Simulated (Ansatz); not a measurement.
A periodic model of amorphous In24O39W:

```xyz
64
Lattice="9.2245 -0.1155 0.0472 -0.1155 9.8853 0.4275 0.0472 0.4275 9.9637" Properties=species:S:1:pos:R:3 pbc="T T T"
In     2.2347     6.5881     2.7489
In     3.0804     9.7107     3.1521
In     0.5558     5.4377     9.6384
In     1.1197     0.6427     5.0669
In     5.1633     1.3729     5.6765
In     5.2343     2.3858     8.6741
In     4.7654     7.4631     5.5537
In     1.5408     6.8411     5.9948
In     0.2999     1.8704     2.1366
In     3.0642     3.1809     4.1607
In     0.3134     3.5747     6.1972
In     3.3123     7.9636     9.3262
In     5.9627     5.3303     0.8248
In     8.2529     6.5030     2.9477
In     6.1524     4.7800     4.4369
In     8.3633     1.7054     8.7164
In     0.3414     8.6040     0.6647
In     5.7380     1.9722     2.1313
In     2.3605     1.1724     8.5199
In     5.9934     9.0313     0.7302
In     7.3466     9.1911     7.2840
In     3.6392     4.7912     7.4688
In     2.9973     3.6224     0.9601
In     7.1485     9.2267     3.9476
O      5.1137     7.1265     0.3552
O      3.1382     3.0479     9.0652
O      0.9310     2.7018     4.3249
O      3.2121     0.8957     4.8155
O      4.2679    10.1488     9.2779
O      4.1260     2.6951     6.8336
O      2.9887     7.8437     4.4218
O      8.7524     3.7951     8.2697
O      0.8697     3.6321     1.2371
O      3.3932     1.9543     2.2556
O      2.0350     4.7045     6.0872
O      6.8245     1.4452     7.1315
O      6.5897     7.0804     7.2021
O      7.7846     9.3365     9.2961
O      7.7137     4.6294     5.9581
O      4.5941     5.3782     5.5747
O      7.7912     8.3985     2.0314
O      5.1588     3.4746     0.7134
O      7.6923     5.8588     9.5248
O      0.6361     0.8844     0.1072
O      5.2302     9.6837     2.7088
O      7.6173     1.3932     3.0011
O      2.7050     5.7541     9.4455
O      7.0572     4.8219     2.5473
O      0.7766     1.6012     7.0341
O      5.8813     4.5774     8.0761
O      6.5404     7.0792     4.2174
O      6.6216     1.2905     0.1270
O      8.6519     9.0424     5.6796
O      0.6388     6.3511     4.1568
O      0.4719     6.5204     1.2680
O      1.5734     9.0270     8.8162
O      0.0249     6.3884     7.5016
O      3.3467     7.1942     7.2173
O      0.9622     9.9954     3.3969
O      5.3018     2.8458     4.1143
O      5.7902     9.3412     5.7411
O      3.3370     4.8293     2.7623
O      2.5286     8.3001     1.5208
W      7.4267     5.5424     7.6441
```

These are PBE, scalar-relativistic without spin-orbit coupling (plane waves to 420 eV, PAW; Ansatz, a first-principles code) values and carry that method's errors.

Preparation: random packing, a CHGNet melt and quench, and a DFT relaxation. O atoms were pushed apart under 1.9 Å during the dynamics, to hinder bonds among them. The hot cell started wider than the set density and was brought back towards it in steps. It is the lowest in DFT energy of 2 quenches. It is a model cell: composition and starting density were chosen by hand, and all elements were melted together. No dispersion term was used. Its density started from a set value of 6.53 and ended at 6.53 g/cm³. Cooling (nominally 220 K/ps over its main leg) ran many orders faster than in experiment, which tends to leave more defects and strain. One small periodic cell is one sample of the glass; other quenches scatter about these values. The volume was held where the preparation left it and the shape relaxed, at a PBE pressure of 0.0 GPa. On a 2×2×2 Γ-centred mesh force components of up to 0.17 eV/Å stay, since the relaxation ran on the zone centre alone.

Cut-offs for bonds: In-In 3.12 Å, In-O 2.68 Å, In-W 3.08 Å, O-O 1.58 Å, O-W 2.51 Å, W-W 3.04 Å. Two cations that share two anions don't count as bonded, nor two that share one unless they lie closer than In-In 3.04 Å, In-W 3.00 Å, W-W 2.95 Å.

Task: Give the coordination numbers, mean bond lengths and angles.

Result: 
| Property | Value |
|---|---|
| Mean coordination of In by anions | 5.58 (1 with 4, 10 with 5, 11 with 6, 2 with 7) |
| Mean coordination of O | 3.59 (16 with 3, 23 with 4) |
| Mean coordination of W by anions | 6.00 (1 with 6) |
| Mean In-O bond | 2.214 Å (spread 0.108 Å, 134 counted) |
| Mean O-W bond | 1.965 Å (spread 0.150 Å, 6 counted) |
| Bond angle at In | mean 104.8°, spread 29.4° |
| Bond angle at O | mean 110.5°, spread 19.3° |
| Bond angle at W | mean 104.4°, spread 31.0° |

Task: List the pairs of like atoms that count as bonded by the rules above.

Result: There are none by these rules.
